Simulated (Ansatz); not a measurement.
## rock-salt ZrN (0 0 1) on 4H silicon carbide (1 0 0) (film strained to the substrate, started from cuts of the bulks and a machine-learned relaxation; slabs Si18C18 and N12Zr12, which can lie off the formulas)

A periodic stack without vacuum, rock-salt ZrN (0 0 1) on 4H silicon carbide (1 0 0) (film strained to the substrate, started from cuts of the bulks and a machine-learned relaxation; slabs Si18C18 and N12Zr12, which can lie off the formulas): substrate slab Si18C18, film N12Zr12, surface cells [[0, 1], [-1, 0]] and [[-3, 0], [-1, -1]], film strained by -4.8 and +3.9 %, outermost planes CSi/CSi and NZr/NZr as cut, which need not be the usual terminations and can put a slab off its formula.

The start was prepared with a machine-learned potential, and the result is one local minimum, with the in-plane cell held and forces under 0.04 eV/Å; the film can end far from its bulk form.

Calculation: PBE (plane waves to 420 eV, PAW; Ansatz, a quantum-chemistry and plane-wave program). No spin–orbit coupling; the runs are not spin-polarised; PBE gaps are too small against experiment. Its k-point mesh 3×8×1, Fermi–Dirac width 0.05 eV.

interface area: 31.3 Å²
period: 22.01 Å
heights between the nearest atoms of the two slabs at the two interfaces: 1.56 and 1.56 Å
Si–Zr contacts across the interfaces within 1.22 times the sum of covalent radii: 18, mean 3.04 Å
C–Zr contacts across the interfaces within 1.22 times the sum of covalent radii: 10, mean 2.51 Å
N–Si contacts across the interfaces within 1.22 times the sum of covalent radii: 2, mean 2.17 Å

```xyz
60
Lattice="10.1293 0.0000 0.0004 0.0000 3.0939 0.0355 0.0020 1.2853 22.0253" Properties=species:S:1:pos:R:3 pbc="T T T"
Si     5.4863     2.9990     1.1780
Si    10.0685     2.9995     1.1679
C      7.3542     2.9968     1.1623
C      1.8461     3.0001     1.1017
Si     5.2318     1.4208     3.7504
Si    10.3014     1.4197     3.8229
Si     7.7753     2.9765     2.9476
Si     2.6310     1.4429     1.9260
C      7.1081     1.4196     3.8124
C      2.0691     1.4209     3.7452
C      9.6463     2.9761     3.0145
C      4.5917     1.4438     1.8832
Si     5.2249     2.9364     6.4427
Si    10.2895     2.9357     6.5024
Si     7.7485     1.3989     5.5884
Si     2.6913     2.9576     4.6558
C      7.1210     2.9353     6.5015
C      2.0564     2.9368     6.4434
C      9.6575     1.3987     5.6076
C      4.5899     2.9575     4.6408
Si     5.2368     1.3586     9.0868
Si    10.2964     1.3575     9.1592
Si     7.7560     2.9146     8.2891
Si     2.6839     1.3793     7.3211
C      7.1337     1.3575     9.1642
C      2.0435     1.3585     9.0971
C      9.6546     2.9146     8.3041
C      4.5929     1.3796     7.3019
Si     5.0046     2.8737    11.7771
Si    10.5507     2.8735    11.7672
Si     7.6959     1.3356    10.9834
Si     2.7107     2.8954     9.9975
C      6.9111     2.8725    11.8430
C      2.2893     2.8745    11.7827
C      9.6564     1.3349    11.0257
C      4.5816     2.8959     9.9308
N     -0.2392     1.2709    16.3356
N      6.4984     1.2736    16.1374
N      3.1628     1.2713    16.3074
N      8.2575     2.8433    14.1776
N      4.8027     2.8468    13.9333
N      1.5239     2.8412    14.2647
N     -0.2594     1.2166    21.0007
N      6.5901     1.2223    20.6702
N      3.1948     1.2201    20.7577
N      8.2285     2.7924    18.6284
N      4.8267     2.7928    18.5992
N      1.4352     2.7903    18.7977
Zr     8.1629     2.8195    16.2983
Zr     4.7831     2.8205    16.1663
Zr     1.4840     2.8179    16.3257
Zr    -0.2552     1.2978    14.0239
Zr     6.6261     1.3031    13.6794
Zr     2.9692     1.3061    13.3861
Zr     8.0359     2.7582    21.5479
Zr     4.8113     2.7656    20.9108
Zr     1.5642     2.7610    21.2557
Zr    -0.2806     1.2434    18.7691
Zr     6.5501     1.2459    18.6088
Zr     3.0997     1.2442    18.6371
```
